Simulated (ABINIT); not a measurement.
Worked example: self-consistent single point of TaSi2 (P6_222, 9 atoms in the cell) in ABINIT.

Method: LDA (PW92), PAW (JTH v2.0 LDA PAW) (plane waves; ABINIT).

```yaml
crystal:
  lattice:
    - [4.67898, 0.00000, 0.00000]
    - [-2.33949, 4.05212, 0.00000]
    - [0.00000, 0.00000, 6.39881]
  atoms:
    - { symbol: Ta, position: [0.00000, 0.50000, 0.16667] }
    - { symbol: Ta, position: [0.50000, 0.00000, 0.50000] }
    - { symbol: Ta, position: [0.50000, 0.50000, 0.83333] }
    - { symbol: Si, position: [0.84139, 0.68277, 0.50000] }
    - { symbol: Si, position: [0.15862, 0.84139, 0.83333] }
    - { symbol: Si, position: [0.31723, 0.15862, 0.16667] }
    - { symbol: Si, position: [0.15862, 0.31723, 0.50000] }
    - { symbol: Si, position: [0.84139, 0.15862, 0.83333] }
    - { symbol: Si, position: [0.68277, 0.84139, 0.16667] }
```

Reference input (self-consistent single point, DFT, LDA (PW92), plane waves, PAW (JTH v2.0 LDA PAW)): pseudos = [Ta.LDA_PW-JTH.xml, Si.LDA_PW-JTH.xml]; ecut = 40 Ry; pawecutdg = 80 Ry; pawxcdev = 0; ixc = 7; occopt = 7; tsmear = 0.00734986 Ha; ngkpt = 5 5 3; nshiftk = 1; shiftk = 0 0 0; potentials = JTH v2.0 LDA PAW; nband = 41. This run's input differs from it in these lines:

```diff
@@ -27,3 +27,3 @@
 occopt 7
-tsmear 0.00734986
+tsmear 0.01102480
 nband 41
```

The program printed (abridged):

```
--- !BeginCycle
solver: {iscf: 17, nstep: 100, nline: 4, wfoptalg: 10, }
tolerances: {tolvrs: 1.00E-10, }
...

     iter   Etot(hartree)      deltaE(h)  residm     nres2
 ETOT  1  -199.10543766873    -1.991E+02 1.253E+00 4.048E+00
 ETOT  2  -202.04378059962    -2.938E+00 4.175E-02 2.073E+00
 ETOT  3  -202.03914534196     4.635E-03 1.759E-02 2.456E-01
 ETOT  4  -202.04238429160    -3.239E-03 9.010E-03 3.956E-02
 ETOT  5  -202.04361541430    -1.231E-03 3.832E-03 8.779E-03
   [... 24 lines left out ...]
 ETOT 30  -202.04437680941    -4.410E-10 4.139E-05 1.037E-08
 ETOT 31  -202.04437680973    -3.214E-10 3.253E-05 3.772E-09
 ETOT 32  -202.04437680994    -2.085E-10 2.731E-05 2.497E-09
 ETOT 33  -202.04437681007    -1.308E-10 2.841E-05 3.660E-11
 At SCF step   33       nres2   =  3.66E-11 < tolvrs=  1.00E-10 =>converged.

 Cartesian components of stress tensor (hartree/bohr^3)
  sigma(1 1)= -2.74551002E-04  sigma(3 2)=  0.00000000E+00
  sigma(2 2)= -2.74551000E-04  sigma(3 1)=  0.00000000E+00
  sigma(3 3)= -3.95468754E-04  sigma(2 1)=  1.20744038E-12

 ----iterations are completed or convergence reached----

 reduced coordinates (array xred) for    9 atoms
      -0.000000000000      0.500000000000      0.166666666667
       0.500000000000      0.000000000000      0.500000000000
       0.500000000000      0.500000000000      0.833333333333
       0.841385000000      0.682770000000      0.500000000000
       0.158615000000      0.841385000000      0.833333333333
       0.317230000000      0.158615000000      0.166666666667
   [... lines left out ...]
 Fermi (or HOMO) energy (hartree) =   0.28194   Average Vxc (hartree)=  -0.46223
 Fermi (or HOMO) energy (eV) =   7.67199   Average Vxc (eV)= -12.57796
   [... lines left out ...]
'-kT*entropy'       : -5.46186672688443E-03
total_energy        : -2.02044376433367E+02
total_energy_eV     : -5.49790708388268E+03
...

-Cartesian components of stress tensor (GPa)         [Pressure=  9.2634E+00 GPa]
- sigma(1 1)= -8.07756799E+00  sigma(3 2)=  0.00000000E+00
- sigma(2 2)= -8.07756793E+00  sigma(3 1)=  0.00000000E+00
- sigma(3 3)= -1.16350905E+01  sigma(2 1)=  3.55241166E-08

 Calculation completed.
```

The run converged in 33 iterations. Against the reference run the free energy falls by 4.7 meV/atom, the pressure stays near 9.26 GPa while the zz stress (positive for compression) goes from 11.28 to 11.64 GPa and the largest force goes from 0.076 to 0.104 eV/Å.

The starting cell comes from a database of computed structures (which also holds hypothetical and non-ambient phases and stackings), without a prior relaxation at this level. Its lattice was rescaled by a random factor within 2.5 % of one. Spin polarisation is off. With a pressure of about 9 GPa the cell is away from its equilibrium volume at this level.

Cost on one core of a shared machine: roughly 2 min.
